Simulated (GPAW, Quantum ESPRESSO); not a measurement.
A Quantum ESPRESSO input for a self-consistent single point of HfTeS (P3m1, 3 atoms in the cell) (DFT, PBEsol, plane waves, GBRV 1.5 ultrasoft (PBESOL) pseudopotentials):

```fortran
&control
 calculation = 'scf',
 prefix = 'run',
 outdir = './out',
 pseudo_dir = './',
 verbosity = 'high',
 tprnfor = .true.,
 tstress = .true.,
/
&system
 ibrav = 4,
 celldm(1) = 7.2100232558,
 celldm(3) = 1.731444837759,
 nat = 3,
 ntyp = 3,
 ecutwfc = 40,
 ecutrho = 320,
 occupations = 'smearing',
 smearing = 'gaussian',
 degauss = 0.0099958,
/
&electrons
 conv_thr = 1.0e-11,
 mixing_beta = 0.3,
/
ATOMIC_SPECIES
Hf   178.4900  hf_pbesol_v1.uspp.F.UPF
Te   127.6000  te_pbesol_v1.uspp.F.UPF
S     32.0600  s_pbesol_v1.4.uspp.F.UPF
ATOMIC_POSITIONS crystal
Hf    0.3333333333    0.6666666667    0.0298600000
Te    0.0000000000    0.0000000000    0.7474300000
S     0.6666666667    0.3333333333    0.2227100000
K_POINTS automatic
8 8 4  0 0 0
```

Q: Give the GPAW input for the same structure, mesh, smearing and functional.

A: One input that does it (others would too):

```python
from ase import Atoms
from ase.units import GPa
from gpaw import GPAW

atoms = Atoms(['Hf', 'Te', 'S'],
              cell=[[3.815380, 0.000000, 0.000000],
                    [-1.907690, 3.304216, 0.000000],
                    [0.000000, 0.000000, 6.606120]],
              positions=[[-0.000002, 2.202812, 0.197259],
                         [0.000000, 0.000000, 4.937612],
                         [1.907692, 1.101404, 1.471249]],
              pbc=True)

calc = GPAW(mode={'name': 'pw', 'ecut': 600},
            xc='PBEsol',
            kpts={'size': (8, 8, 4), 'gamma': True},
            occupations={'name': 'methfessel-paxton', 'width': 0.136, 'order': 0},
            nbands=-11,
            convergence={'density': 1e-05},
            symmetry={'symmorphic': False, 'tolerance': 0.0005},
            maxiter=120)

atoms.calc = calc

energy = atoms.get_potential_energy()
print('Energy (eV):', round(energy, 6))
forces = atoms.get_forces()
print('Forces (eV/Ang):')
print(forces.round(5))
stress = atoms.get_stress()
print('Stress (GPa, Voigt):', (stress / GPa).round(4))
```

Basis, cutoffs, solver keys and any potentials are the target program's own. This input uses DFT PBEsol, plane waves, GPAW PAW datasets PBEsol (made by gpaw-setup).

The starting cell comes from a database of computed structures (which also holds hypothetical and non-ambient phases and stackings), without a prior relaxation at this level.
